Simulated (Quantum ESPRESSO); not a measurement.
A working Quantum ESPRESSO input for Te (P3_121, 3 atoms in the cell) (DFT, PBE, plane waves, SSSP 1.1.2 efficiency (PBE) pseudopotentials):

```fortran
&control
    calculation = 'scf',
    prefix = 'te',
    outdir = './tmp',
    pseudo_dir = './',
    tprnfor = .true.,
    tstress = .true.,
/
&system
    ibrav = 0,
    nat = 3,
    ntyp = 1,
    ecutwfc = 40,
    ecutrho = 320,
    occupations = 'smearing',
    smearing = 'cold',
    degauss = 0.0073499,
/
&electrons
    conv_thr = 1.0d-10,
    mixing_beta = 0.5,
/
ATOMIC_SPECIES
Te   127.6000  Te_pbe_v1.uspp.F.UPF
ATOMIC_POSITIONS alat
Te    0.256700000    0.000000000    0.427415174
Te   -0.128350000    0.222308721    0.854830349
Te    0.371650000    0.643716683    0.000000000
K_POINTS automatic
7 7 5  0 0 0
CELL_PARAMETERS angstrom
   4.640461513     0.000000000     0.000000000
  -2.320230757     4.018757556     0.000000000
   0.000000000     0.000000000     5.950211000
```

The run converged in 10 iterations: free energy E − TS -1081.5909 eV; top of the valence band (on the code's own zero) 4.83 eV; gap on the k-point mesh 0.76 eV; pressure -0.50 GPa; largest force (vector length) 0.134 eV/Å. Each of these slips is then made, one at a time:

(1)
```diff
-    ecutrho = 320,
+    ecutrho = 40,
```

(2)
```diff
-    degauss = 0.0073499,
+    degauss = 0.3,
```

(3)
```diff
+    nbnd = 7,
```

### Question
What happens in each case?

### Answer

(1) A density cutoff or grid that is too coarse. The program stopped before any SCF iteration.
```
Error in routine set_cutoff (1):
ecutrho <= ecutwfc?!?
```

(2) A smearing width that is far too large. The run converged in 8 iterations without an error; against the sound input the free energy goes up by 64.9 meV/atom, the pressure goes from -0.50 to 4.05 GPa, the largest force goes from 0.134 to 1.130 eV/Å and no clean gap remains on the mesh (levels overlap or are partly filled), against 0.76 eV before.

(3) Too few bands. The program stopped before any SCF iteration.
```
Error in routine setup (1):
too few bands
```

The starting cell comes from a database of computed structures (which also holds hypothetical and non-ambient phases and stackings), without a prior relaxation at this level. Its lattice was rescaled by a random factor within 2.5 % of one. Spin-orbit coupling is off.

Left out of this page: 4 runs of the series outside the window shown, repeating another row's setting, or not comparable.
